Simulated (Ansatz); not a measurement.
System: KF (Pm-3m, No. 221, 2 atoms in the cell; start mp-8454; a measured phase of this formula has another space group). Method: PBEsol in Ansatz (plane waves, PAW).

Run with plane-wave cutoff 520 eV, 10×10×10 k mesh, Fermi–Dirac smearing 0.01 eV, scalar-relativistic PAW data made under PBE.

The cell is the one relaxed with PBEsol. Conventional cell: a = 3.1760 Å, b = 3.1760 Å, c = 3.1760 Å, α = 90.00°, β = 90.00°, γ = 90.00°.

```yaml
crystal:
  lattice:
    - [3.17602, 0.00000, 0.00000]
    - [0.00000, 3.17602, 0.00000]
    - [0.00000, 0.00000, 3.17602]
  atoms:
    - { symbol: K, position: [0.00000, 0.00000, 0.00000] }
    - { symbol: F, position: [0.50000, 0.50000, 0.50000] }
```

Problem. List the 8 lowest band energies at Γ above −25 eV (eV, relative to the valence band maximum), grouping those that round alike.

Solution. At Γ: -18.84, -9.64 (×3), -0.03 (×3), 6.66.

A start named mp-… is a Materials Project structure, which need not be a measured phase.

Ansatz is a quantum-chemistry and plane-wave program.
